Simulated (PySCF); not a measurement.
PySCF 2.14.0, MP2 (frozen core)/def2-svp: C[N]([Al]([OH])[OH])[SiH](F)F, 14 atoms. The geometry is a generated start, not checked to be a minimum at this level.

- task: mp2
- basis: def2-svp
- two-electron scheme: exact four-centre integrals
- frozen core: true
- mf.init_guess: minao (default)
- mf.DIIS: CDIIS (default)
- mf.diis_space: 8 (default)
- mf.conv_tol: 1e-09 (default)
- basis functions (reference run): 150

On 4 threads, 1 BLAS thread. Build: conda-forge: OpenMP (GNU), OpenBLAS with its own threads, libcint, Libxc. Single runs; times are not shown.

Values of mol.max_memory tried: 8000 MB, 4000 MB, 2000 MB, 1000 MB, 500 MB, 300 MB, 200 MB.

Question: How low can the memory setting go, and what changes on the way?

Answer: It runs down to 200 MB, the lowest tried, with the same result. At 8000 MB: SCF integrals in memory, transformation in memory. From 500 MB down: direct SCF, transformation through a file.

| mol.max_memory | path | peak memory |
|---|---|---|
| 8000 MB | SCF integrals in memory, transformation in memory | 0.87 GiB |
| 4000 MB | SCF integrals in memory, transformation in memory | 0.87 GiB |
| 2000 MB | SCF integrals in memory, transformation in memory | 0.87 GiB |
| 1000 MB | SCF integrals in memory, transformation in memory | 0.87 GiB |
| 500 MB | direct SCF, transformation through a file | 0.62 GiB |
| 300 MB | direct SCF, transformation through a file | 0.63 GiB |
| 200 MB | direct SCF, transformation through a file | 0.63 GiB |

Peak memory is the kernel's count for the largest process, libraries included and scratch files not. The peak passes the setting at 500 MB, 300 MB, 200 MB: it is no hard cap. MP2's transformation through a file may take 2000 MB even at lower settings.
